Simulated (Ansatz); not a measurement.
## FePt, response to strain

Base system: FePt (space group P4/mmm, No. 123; a = 2.735 Å, c = 3.722 Å; ferromagnetic; relaxed with 0.1 eV smearing). Axes: x, y, z lie along a, b, c of the conventional cell.

Strains are applied to the cell and any free atomic positions relax; under biaxial strain the out-of-plane vector relaxes too.

The values are results of r2SCAN (Ansatz, a program for electronic structure, PAW, no spin-orbit coupling), not measurements.

Notes on the quantities. pressure: mean of the normal stresses, compression positive.

```csv
change,volume per atom,pressure,largest site moment,space group
base,13.92 Å³,0.0 GPa,3.29 μB,P4/mmm (No. 123)
"biaxial strain +0.26 %, plane normal [001], relaxed out of plane",13.95 Å³,-0.5 GPa,3.30 μB,P4/mmm (No. 123)
"biaxial strain +1.63 %, plane normal [001], relaxed out of plane",14.13 Å³,-2.9 GPa,3.33 μB,P4/mmm (No. 123)
"biaxial strain +3.12 %, plane normal [001], relaxed out of plane",___,___,3.35 μB,P4/mmm (No. 123)
isotropic strain −2.60 %,12.86 Å³,20.6 GPa,3.17 μB,P4/mmm (No. 123)
isotropic strain +0.28 %,14.04 Å³,-1.8 GPa,3.31 μB,P4/mmm (No. 123)
isotropic strain +1.18 %,14.42 Å³,___,3.34 μB,P4/mmm (No. 123)
uniaxial strain ε_yy = +2.56 %,14.28 Å³,-4.9 GPa,3.33 μB,Pmmm (No. 47)
tensor shear ε_yz = +2.97 %,13.91 Å³,1.0 GPa,3.29 μB,P2/m (No. 10)
```

### Question
What belongs in the blanks?

### Answer

- biaxial strain +3.12 %, plane normal [001], relaxed out of plane, volume per atom: 14.32 Å³
- biaxial strain +3.12 %, plane normal [001], relaxed out of plane, pressure: -5.4 GPa
- isotropic strain +1.18 %, pressure: -7.0 GPa

The magnetic state is the one reached from the starting moments; the real material's order can differ, and small cells can't hold many antiferromagnetic ones. Whether these cells are dynamically stable was not tested.
